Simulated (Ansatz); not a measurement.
Start from Ir in the fcc (Cu type) structure (space group Fm-3m, No. 225; relaxed with 0.1 eV smearing).

```yaml
crystal:
  lattice:
    - [0.00000, 1.90592, 1.90592]
    - [1.90592, 0.00000, 1.90592]
    - [1.90592, 1.90592, 0.00000]
  atoms:
    - { symbol: Ir, position: [0.00000, 0.00000, 0.00000] }
```

Computed with LDA (Ansatz, a program for electronic structure; PAW; 420 eV plane waves; no SOC).

For the base:

* **Pressure**: 0.0 GPa

One thing is altered: every lattice vector is shortened by 3.00 %, atoms relaxed at fixed cell.

Estimate the effect on the energy relative to the base and pressure.

The energy goes up by 160 meV/atom; the pressure goes from zero to 46.3 GPa.

The cells carry an imposed strain or load. No phonon test of stability was made. All final runs are without spin polarisation.
